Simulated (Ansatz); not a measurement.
CuI: response to strain

Start from CuI in the zinc blende structure (space group F-43m, No. 216; a = 5.939 Å).

Strains are applied to the cell and any free atomic positions relax.

Calculations: PBEsol in Ansatz (plane waves to 420 eV, PAW, no SOC).

Candidates:
(a) isotropic strain +3.00 %
(b) isotropic strain −3.00 %
(c) isotropic strain +1.00 %
(d) isotropic strain −2.00 %

Base values:

| Quantity | Value |
|---|---|
| Band gap | 1.17 eV |

Question: Order them by band gap, highest first.

Answer: (b) isotropic strain −3.00 % (1.45 eV), (d) isotropic strain −2.00 % (1.35 eV), (c) isotropic strain +1.00 % (1.09 eV), (a) isotropic strain +3.00 % (0.94 eV)

Spin-orbit coupling, missing from the scalar runs, can matter with I. Stability against distortions was not tested. The final runs are not spin-polarised.

Ansatz is a program for electronic structure.
